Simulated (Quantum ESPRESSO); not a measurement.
Worked example: self-consistent single point of BaW₆O₁₈ (P6mm, 25 atoms in the cell) in Quantum ESPRESSO.

Computed with vdW-DF-cx, SSSP 1.1.2 efficiency (PBE) pseudopotentials (plane waves; Quantum ESPRESSO).

```
CELL_PARAMETERS angstrom
      7.40244     0.00000     0.00000
     -3.70122     6.41070     0.00000
      0.00000     0.00000     7.62455
ATOMIC_POSITIONS crystal
  Ba 0.00000 0.00000 0.57293
  W  0.50000 0.50000 0.75148
  W  0.00000 0.50000 0.75148
  W  0.50000 0.00000 0.75148
  W  0.50000 0.50000 0.24992
  W  0.00000 0.50000 0.24992
  W  0.50000 0.00000 0.24992
  O  0.50000 0.50000 0.99866
  O  0.00000 0.50000 0.99866
  O  0.50000 0.00000 0.99866
  O  0.50000 0.50000 0.50097
  O  0.00000 0.50000 0.50097
  O  0.50000 0.00000 0.50097
  O  0.78817 0.57633 0.25247
  O  0.21183 0.78817 0.25247
  O  0.42367 0.21183 0.25247
  O  0.21183 0.42367 0.25247
  O  0.78817 0.21183 0.25247
  O  0.57633 0.78817 0.25247
  O  0.79096 0.58192 0.74603
  O  0.20904 0.79096 0.74603
  O  0.41808 0.20904 0.74603
  O  0.20904 0.41808 0.74603
  O  0.79096 0.20904 0.74603
  O  0.58192 0.79096 0.74603
```

Reference input (self-consistent single point, DFT, LDA (PZ), plane waves, GBRV 1.5 ultrasoft (LDA) pseudopotentials): ecutwfc = 40 Ry; ecutrho = 320 Ry; occupations = smearing; smearing = cold; degauss = 0.0073499 Ry; potentials = {Ba: ba_lda_v1.uspp.F.UPF, W: w_lda_v1.2.uspp.F.UPF, O: o_lda_v1.2.uspp.F.UPF}; K_POINTS = automatic 3 3 3 0 0 0; conv_thr = 1e-11 Ry. This run's input differs from it in these lines:

```diff
@@ -12,4 +12,4 @@
     ntyp = 3
-    ecutwfc = 40
-    ecutrho = 320
+    ecutwfc = 55
+    ecutrho = 440
     occupations = 'smearing'
@@ -17,2 +17,3 @@
     degauss = 0.0073499
+    input_dft = 'vdw-df-cx'
 /
@@ -22,5 +23,5 @@
 ATOMIC_SPECIES
-Ba   137.3270  ba_lda_v1.uspp.F.UPF
-W    183.8400  w_lda_v1.2.uspp.F.UPF
-O     15.9990  o_lda_v1.2.uspp.F.UPF
+Ba   137.3270  Ba.pbe-spn-kjpaw_psl.1.0.0.UPF
+W    183.8400  W_pbe_v1.2.uspp.F.UPF
+O     15.9990  O.pbe-n-kjpaw_psl.0.1.UPF
 ATOMIC_POSITIONS {crystal}
```

Output (repeated stretches shortened):

```
     Self-consistent Calculation

     iteration #  1     ecut=    55.00 Ry     beta= 0.70

     negative rho (up, down):  3.787E-01 0.000E+00

     total energy              =   -2127.66328456 Ry
     estimated scf accuracy    <       9.60037080 Ry

     iteration #  2     ecut=    55.00 Ry     beta= 0.70

     negative rho (up, down):  3.982E-01 0.000E+00

     total energy              =   -2125.09900557 Ry
     estimated scf accuracy    <      41.47645615 Ry

     iteration #  3     ecut=    55.00 Ry     beta= 0.70

     negative rho (up, down):  3.963E-01 0.000E+00

     total energy              =   -2132.84546184 Ry
     estimated scf accuracy    <       1.45567131 Ry

   [... 16 blocks of this kind left out ...]

     iteration # 20     ecut=    55.00 Ry     beta= 0.70

     negative rho (up, down):  3.982E-01 0.000E+00

     total energy              =   -2133.01642747 Ry
     estimated scf accuracy    <          2.0E-11 Ry

     iteration # 21     ecut=    55.00 Ry     beta= 0.70

     negative rho (up, down):  3.982E-01 0.000E+00
     End of self-consistent calculation

     the Fermi energy is     8.7465 ev

!    total energy              =   -2133.01642747 Ry
     estimated scf accuracy    <          2.7E-12 Ry
     smearing contrib. (-TS)   =      -0.00126701 Ry
     internal energy E=F+TS    =   -2133.01516046 Ry

     convergence has been achieved in  21 iterations

     negative rho (up, down):  3.982E-01 0.000E+00

     Forces acting on atoms (cartesian axes, Ry/au):

     atom    1 type  1   force =     0.00000000   -0.00000000    0.00388376
     atom    2 type  2   force =     0.00000000   -0.00000000    0.00086576
     atom    3 type  2   force =    -0.00000000   -0.00000000    0.00086576
     atom    4 type  2   force =     0.00000000    0.00000000    0.00086576
     atom    5 type  2   force =     0.00000000    0.00000000   -0.00015330
   [... lines left out ...]
     Total force =     0.011992     Total SCF correction =     0.000002
   [... lines left out ...]

     negative rho (up, down):  3.982E-01 0.000E+00
          total   stress  (Ry/bohr**3)                   (kbar)     P=        6.96
   0.00006612   0.00000000   0.00000000            9.73        0.00        0.00
   0.00000000   0.00006612  -0.00000000            0.00        9.73       -0.00
   0.00000000  -0.00000000   0.00000970            0.00       -0.00        1.43

   JOB DONE.
```

The run converged in 21 iterations. Against the reference run the pressure goes from -5.05 to 0.70 GPa and the largest force goes from 0.274 to 0.100 eV/Å.

The starting cell comes from a database of computed structures (which also holds hypothetical and non-ambient phases and stackings), without a prior relaxation at this level. Spin polarisation is off.

Cost on one core of a shared machine: roughly 10 min.
